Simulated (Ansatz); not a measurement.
**BP: pressure series**

The reference is BP in the zinc blende structure (space group F-43m, No. 216).

```xyz
2
Lattice="0.0000 2.2683 2.2683 2.2683 0.0000 2.2683 2.2683 2.2683 0.0000" Properties=species:S:1:pos:R:3 pbc="T T T"
B      0.0000     0.0000     0.0000
P      1.1341     1.1341     1.1341
```

Cell and atoms are relaxed at each pressure.

Level of theory: r2SCAN (Ansatz, an electronic-structure program; PAW; 500 eV plane waves; without spin-orbit coupling).

```
variant            smallest direct gap  band gap     density
-----------------  -------------------  --------  ----------
base                           3.60 eV   1.41 eV  2.97 g/cm³
pressure −2 GPa                3.58 eV   1.43 eV  2.94 g/cm³
pressure −1 GPa                3.59 eV   1.42 eV  2.96 g/cm³
pressure 0.9 GPa               3.61 eV   1.40 eV  2.99 g/cm³
pressure 2.1 GPa               3.62 eV   1.39 eV  3.01 g/cm³
pressure 4.5 GPa               3.64 eV   1.37 eV           ?
pressure 9 GPa                       ?   1.34 eV  3.12 g/cm³
pressure 15 GPa                3.73 eV   1.30 eV           ?
pressure 22.5 GPa              3.79 eV   1.25 eV  3.31 g/cm³
pressure 30 GPa                3.86 eV   1.19 eV           ?
```

**Question.** Complete the table.

**Answer.** 
- pressure 4.5 GPa, density: 3.05 g/cm³
- pressure 9 GPa, smallest direct gap: 3.68 eV
- pressure 15 GPa, density: 3.21 g/cm³
- pressure 30 GPa, density: 3.41 g/cm³

Load acts through the strain it causes; cell and atoms are relaxed under it. Whether these cells are dynamically stable was not tested. No other phases were tried under pressure.
